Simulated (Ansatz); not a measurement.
**Pressure series in hypothetical fluorite TeO2**

Start from TeO$_{2}$ in the fluorite structure (space group Fm-3m, No. 225; a hypothetical phase, not in the database extracts checked).

```xyz
3
Lattice="0.0000 2.6617 2.6617 2.6617 0.0000 2.6617 2.6617 2.6617 0.0000" Properties=species:S:1:pos:R:3 pbc="T T T"
Te     0.0000     0.0000     0.0000
O      1.3308     1.3308     1.3308
O      3.9925     3.9925     3.9925
```

Cell and atoms are relaxed at each pressure.

Levels (all Ansatz, a program for electronic structure, PAW, earlier PAW set): PBEsol (420 eV, no spin-orbit coupling); r2SCAN (500 eV, no spin-orbit coupling); HSE06 (420 eV, no spin-orbit coupling); PBEsol+SOC (420 eV, with spin-orbit coupling); HSE06+SOC (420 eV, noncollinear with spin-orbit coupling).

Band gaps by level, all at the geometries relaxed with PBEsol:

| case | PBEsol | r2SCAN | HSE06 | PBEsol+SOC | HSE06+SOC |
|---|---|---|---|---|---|
| base | 0.73 eV | 1.01 eV | 1.62 eV | 0.68 eV | 1.57 eV |
| pressure −2 GPa | 0.74 eV | 1.01 eV | 1.62 eV | 0.69 eV | 1.56 eV |
| pressure −1 GPa | 0.73 eV | 1.01 eV | 1.62 eV | 0.68 eV | 1.57 eV |
| pressure 1.8 GPa | 0.72 eV | 1.00 eV | 1.62 eV | 0.67 eV | 1.56 eV |
| pressure 4.2 GPa | 0.71 eV | 0.99 eV | 1.61 eV | 0.66 eV | 1.55 eV |
| pressure 9 GPa | 0.69 eV | 0.97 eV | 1.59 eV | 0.64 eV | 1.53 eV |
| pressure 18 GPa | 0.64 eV | 0.93 eV | 1.55 eV | 0.58 eV | 1.48 eV |
| pressure 45 GPa | 0.45 eV | 0.74 eV | 1.36 eV | 0.38 eV | 1.29 eV |

Single points use the geometry relaxed with PBEsol. The hybrid gap comes from the SCF mesh plus the semilocal run's edge points and a few special points and is an upper bound. The spin-orbit shifts are approximate. With Te present, leaving out spin-orbit coupling can change the band edges. Load acts through the strain it causes; cell and atoms are relaxed under it. Stability against distortions was not tested. No other phases were tried under pressure.
